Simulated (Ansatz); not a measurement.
**WIr₃ (model structure, started from the Cu3Au type, Pm-3m, No. 221, 4 atoms in the cell)**

These are LDA in Ansatz (PAW) values and carry that method's errors.

Run with plane-wave cutoff 520 eV, 14×14×14 k mesh, Fermi–Dirac smearing 0.05 eV, no spin polarisation, scalar-relativistic PAW data made under PBE.

Cell (relaxed at this level):

```
Ir3W
1.0
    3.83601     0.00000     0.00000
    0.00000     3.83601     0.00000
    0.00000     0.00000     3.83601
Ir W
3 1
Direct
  0.00000   0.50000   0.50000
  0.50000   0.50000   0.00000
  0.50000   0.00000   0.50000
  0.00000   0.00000   0.00000
```

For WIr₃ (model structure, started from the Cu3Au type, Pm-3m, No. 221, 4 atoms in the cell), the bulk modulus B0 comes out as 398 GPa.

Note: the run has no spin polarisation, so it can have missed a magnetic state; the bulk modulus is −V dP/dV from two relaxed cells at ±2 % in volume; the relaxation could raise the start's symmetry but not lower it, so the cell can be a saddle point.

Spin–orbit coupling is not included.

Computed values are for the static lattice.

It cost very roughly 110 core-seconds of CPU time.

A model structure was made by putting elements into a prototype or built by hand; it is no filed structure, need not be a known phase, and can be a saddle point held by its symmetry.

Ansatz is a first-principles code.
